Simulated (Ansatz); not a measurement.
A self-consistent single point of SnSe2 (P-3m1, 3 atoms in the cell) with Ansatz (a program for electronic structure).

Method: PBE (plane waves, PAW; Ansatz).

The change in words: lattice scaled by 0.98. Reference geometry:
```
CELL_PARAMETERS angstrom
      1.90500    -3.29956     0.00000
      1.90500     3.29956     0.00000
      0.00000     0.00000     6.14000
ATOMIC_POSITIONS crystal
  Sn 0.00000 0.00000 0.00000
  Se 0.33333 0.66667 0.25000
  Se 0.66667 0.33333 0.75000
```

Reference input (self-consistent single point, DFT, PBE, plane waves, default PAW files): basis.ecutwfc = 420 eV; kpoints.mp_grid.grid = 7 7 4; hamiltonian.xc = pbe; hamiltonian.pseudopotentials = {kind: paw} (the program's default PAW files); scf.occupations.method = fermi_dirac; scf.occupations.width = 0.05 eV. This run's input differs from it in these lines:

```diff
@@ -3,5 +3,5 @@
   lattice:
-    - [1.90500000, -3.29955679, 0.00000000]
-    - [1.90500000, 3.29955679, 0.00000000]
-    - [0.00000000, 0.00000000, 6.14000000]
+    - [1.86690000, -3.23356600, 0.00000000]
+    - [1.86690000, 3.23356600, 0.00000000]
+    - [0.00000000, 0.00000000, 6.01720000]
   atoms:
```

Output, abridged:

```
SCF iter   1: F=—  HF=-16963.056023 eV  |F-HF|=—  |Δ(HF+E_count)|=         —  Δρ=1.53e-3  dr2=1.77e-3  ethr=1.77e-3  ⟨swp⟩=6.5  Hψ=3491  notcnv=0
all-band conjugate gradients solve this SCF's bands
preconditioner: auto → Resta (q_TF=auto, 2.528 Å⁻¹)
SCF iter   2: F=—  HF=-16963.054881 eV  |F-HF|=—  |Δ(HF+E_count)|=   1.14e-3  Δρ=7.42e-4  dr2=2.74e-4  ethr=3.84e-6  ⟨swp⟩=2.7  Hψ=1578  notcnv=0  defer=1
SCF iter   3: F=—  HF=-16963.054984 eV  |F-HF|=—  |Δ(HF+E_count)|=   1.03e-4  Δρ=3.09e-4  dr2=3.86e-5  ethr=5.95e-7  ⟨swp⟩=2.3  Hψ=1380  notcnv=0  defer=1
SCF iter   4: F=—  HF=-16963.054999 eV  |F-HF|=—  |Δ(HF+E_count)|=   1.52e-5  Δρ=9.84e-5  dr2=4.90e-6  ethr=8.40e-8  ⟨swp⟩=3.0  Hψ=1396  notcnv=0  defer=1
SCF iter   5: F=—  HF=-16963.055003 eV  |F-HF|=—  |Δ(HF+E_count)|=   4.02e-6  Δρ=1.85e-5  dr2=3.08e-7  ethr=1.06e-8  ⟨swp⟩=2.0  Hψ=1003  notcnv=0  defer=1
SCF iter   6: F=-16963.055003 eV  HF=-16963.055003 eV  |F-HF|=5.44e-8  |Δ(HF+E_count)|=   3.11e-7  Δρ=7.36e-6  dr2=4.41e-8  ethr=2.17e-10  ⟨swp⟩=7.1  Hψ=3511  notcnv=0
SCF 1 converged in 6 iterations: F = -16963.055003 eV  dr2 = 4.41e-8
Free energy (F): -16963.055003 eV
Internal energy: -16963.054990 eV  (E = F + TS)
E sigma→0 (E₀):  -16963.054997 eV
Entropy (-TS):   -0.000013 eV (-0.004 meV/atom)
Fermi energy:    9.466670 eV
--- Forces (eV/Å), atoms counted from 1 ---
  atom   1  Sn     0.00000000    -0.00000000     0.00000000
  atom   2  Se     0.00000000    -0.00000000     1.37277184
  atom   3  Se     0.00000000     0.00000000    -1.37277184
--- Stress (GPa, compression-positive) ---
       10.565491       0.000000      -0.000000
        0.000000      10.565491      -0.000000
       -0.000000      -0.000000      11.612129
  P = ⅓ Tr σ = 10.9144 GPa (109.144 kbar)
  The stress holds the Pulay correction. Without it, at fixed plane waves, as pw.x and ABINIT print it: P = 10.8688 GPa
```

The run converged in 6 iterations. Against the reference run the free energy rises by 75.1 meV/atom, the pressure goes from 5.29 to 10.91 GPa, the largest force goes from 0.713 to 1.373 eV/Å and the gap on the mesh goes from 0.817 to 0.866 eV.

The starting cell has typed, rounded lattice constants, without a prior relaxation at this level. For this run, on top of that: lattice scaled by 0.98. With a pressure of about 11 GPa the cell is away from its equilibrium volume at this level. Forces in this geometry exceed 1 eV/Å. Ansatz's pressure includes its estimate of the finite-basis (Pulay) stress.

Keys are those of Ansatz 0.2.
